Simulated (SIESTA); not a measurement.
Input and output of a self-consistent single point for CaCuSi (P-6m2, 3 atoms in the cell) (SIESTA).

Method of the run: LDA PW92, numerical atomic orbitals DZP, PseudoDojo LDA standard norm-conserving potentials (rewritten from UPF to PSML) run with SIESTA 5.4.2.

```
CELL_PARAMETERS angstrom
      4.12183     0.00000     0.00000
     -2.06092     3.56961     0.00000
      0.00000     0.00000     4.08101
ATOMIC_POSITIONS crystal
  Ca 0.00000 0.00000 0.00000
  Si 0.33333 0.66667 0.50000
  Cu 0.66667 0.33333 0.50000
```

Reference input (self-consistent single point, DFT, GGA PBEsol, numerical atomic orbitals DZP, PseudoDojo PBEsol standard norm-conserving potentials (rewritten from UPF to PSML)): XC.functional = GGA; XC.authors = PBEsol; potentials = PseudoDojo PBEsol standard; PAO.BasisSize = DZP; PAO.EnergyShift = 0.005 Ry; MeshCutoff = 350 Ry; kgrid.MonkhorstPack = 8 8 7; OccupationFunction = MP; OccupationMPOrder = 0; ElectronicTemperature = 0.1 eV; MaxSCFIterations = 150; SCF.Mixer.Method = Pulay. This run's input differs from it in these lines:

```diff
@@ -1,2 +1,2 @@
-# files in the folder: Ca.psml Si.psml Cu.psml (PseudoDojo PBEsol standard)
+# files in the folder: Ca.psml Si.psml Cu.psml (PseudoDojo LDA standard)
 SystemName  CaCuSi
@@ -24,4 +24,4 @@
 
-XC.functional                GGA
-XC.authors                   PBEsol
+XC.functional                LDA
+XC.authors                   PW92
 PAO.BasisSize                DZP
```

Output (repeated stretches shortened):

```
        iscf     Eharris(eV)        E_KS(eV)     FreeEng(eV)     dDmax    Ef(eV) dHmax(eV)
   scf:    1    -5946.535184    -6204.347022    -6204.382801  3.988057 -1.581591 76.468772
   scf:    2    -6277.969352    -6316.006059    -6316.013361  3.787897 -5.061607 20.808094
   scf:    3    -6323.567606    -6320.153877    -6320.161436  0.261059 -4.900505 11.724943
   scf:    4    -6287.683663    -6312.441644    -6312.454786  1.482368 -3.857727 22.961955
   scf:    5    -6325.105516    -6319.787083    -6319.798585  0.560710 -4.240755 11.957322
   [... 7 lines left out ...]
   scf:   13    -6322.357462    -6322.357466    -6322.365876  0.000323 -4.536267  0.000258
   scf:   14    -6322.357467    -6322.357466    -6322.365876  0.000014 -4.536266  0.000135
   scf:   15    -6322.357467    -6322.357467    -6322.365876  0.000014 -4.536237  0.000014
   scf:   16    -6322.357467    -6322.357467    -6322.365876  0.000001 -4.536238  0.000003
SCF Convergence by DM+H criterion
max |DM_out - DM_in|         :     0.0000013825
max |H_out - H_in|      (eV) :     0.0000033397
SCF cycle converged after 16 iterations

Using DM_out to compute the final energy and forces

siesta: E_KS(eV) =            -6322.3575

siesta: E_KS - E_eggbox =     -6322.3575

siesta: Atomic forces (eV/Ang):
     1   -0.000002    0.000001    0.000000
     2    0.000026   -0.000015    0.000000
     3   -0.000061    0.000035   -0.000000
   Tot   -0.000037    0.000021   -0.000000
   Max    0.000061
   Res    0.000026    sqrt( Sum f_i^2 / 3N )
   Max    0.000061    constrained

Stress tensor Voigt[x,y,z,yz,xz,xy] (kbar):        5.53        5.53      -32.10       -0.00       -0.00       -0.00
(Free)E + p*V (eV/cell)    -6322.1029
Target enthalpy (eV/cell)    -6322.3659

   [... lines left out ...]
siesta: FreeEng =     -6322.365876
   [... lines left out ...]
siesta:     0.003450   -0.000000   -0.000000
siesta:    -0.000000    0.003450   -0.000000
siesta:    -0.000000   -0.000000   -0.020038

siesta: Cell volume =         60.045212 Ang**3

siesta: Pressure (static):
siesta:                Solid            Molecule  Units
siesta:           0.00004770          0.00004770  Ry/Bohr**3
siesta:           0.00437937          0.00438003  eV/Ang**3
siesta:           7.01652442          7.01758545  kBar
```

The run converged in 16 iterations. Against the reference run the pressure goes from 3.30 to 0.70 GPa.

The starting cell comes from a database of computed structures (which also holds hypothetical and non-ambient phases and stackings), without a prior relaxation at this level. Spin polarisation is off. Values carry the incompleteness of an atom-centred basis.
